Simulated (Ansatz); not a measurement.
How the elastic constant C12 of CsCl-type CoAl moves with the method

No measured value is used here.

| level (code) | value (GPa) | cell (Å³/atom) |
|---|---|---|
| LDA (Ansatz) | ___ | 10.90 |
| PBE (Ansatz) | 122 | 11.60 |
| PBEsol (Ansatz) | 132 | 11.25 |
| PBE-D3(BJ) (Ansatz) | 130 | 11.20 |
| r²SCAN (Ansatz) | ___ | 11.25 |
| HSE06 (Ansatz) | 114 | 11.09 |

Task: What belongs in the gaps?

Result: 
- LDA (Ansatz, a program for electronic structure), value (GPa): 142
- r²SCAN (Ansatz), value (GPa): 124

The crystal itself was run without spin with LDA, PBE, PBEsol, PBE-D3(BJ), r²SCAN, HSE06; a magnetic state was not tried in these runs. PBE-D3(BJ): the dispersion coefficients are held fixed in the derivatives. HSE06: hybrids on metals are sensitive to the k mesh. HSE06: the run warned that the count of filled bands differs between k points. Each level is taken at its own relaxed cell. Cutoffs and k meshes differ between the levels. Ansatz's density-functional and Hartree–Fock values are scalar-relativistic unless marked +SOC, with PAW data made under PBE.
